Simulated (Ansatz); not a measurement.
HfC: C interstitial (started 1.63 Å from the nearest host atom)

Consider a 16-atom supercell of HfC in the rock salt structure (space group Fm-3m, No. 225; a = 4.6072 Å) at its relaxed geometry.

One thing is altered: a neutral C interstitial (started 1.63 Å from the nearest host atom), atoms relaxed at fixed cell, starting from a slightly rattled geometry.

Method: Ansatz (a first-principles code) PBEsol, no SOC. k-mesh 7×7×7 (Γ-centred); smearing 0.05 eV (Fermi–Dirac).

The pressure grows by 10.43 GPa to 10.4 GPa and the largest displacement of a host atom from its site in the perfect cell is 0.26 Å. The final site of the added atom comes out as 2 C at 1.53 Å and 4 Hf at 2.02–2.25 Å.

Final structure:

```yaml
crystal:
  lattice:
    - [0.00000, 4.60723, 4.60723]
    - [4.60723, 0.00000, 4.60723]
    - [4.60723, 4.60723, 0.00000]
  atoms:
    - { symbol: C, position: [0.99962, 0.99723, 0.03832] }
    - { symbol: C, position: [0.99962, 0.99723, 0.46397] }
    - { symbol: C, position: [0.99168, 0.52161, 0.99290] }
    - { symbol: C, position: [0.00189, 0.48774, 0.50473] }
    - { symbol: C, position: [0.52402, 0.98927, 0.99291] }
    - { symbol: C, position: [0.49014, 0.99949, 0.50473] }
    - { symbol: C, position: [0.49685, 0.49444, 0.99127] }
    - { symbol: C, position: [0.49684, 0.49443, 0.51656] }
    - { symbol: Hf, position: [0.24496, 0.24257, 0.24554] }
    - { symbol: Hf, position: [0.24495, 0.24255, 0.76607] }
    - { symbol: Hf, position: [0.27093, 0.69617, 0.26600] }
    - { symbol: Hf, position: [0.25517, 0.74285, 0.75054] }
    - { symbol: Hf, position: [0.69857, 0.26851, 0.26601] }
    - { symbol: Hf, position: [0.74525, 0.25279, 0.75053] }
    - { symbol: Hf, position: [0.74839, 0.74595, 0.25236] }
    - { symbol: Hf, position: [0.74838, 0.74595, 0.75240] }
    - { symbol: C, position: [0.06992, 0.06752, 0.18087] }
```

In so small a cell the defect repeats every few ångströms: this is an ordered compound, not a dilute defect. All final runs are without spin polarisation. The defect cell is not spin-polarised.
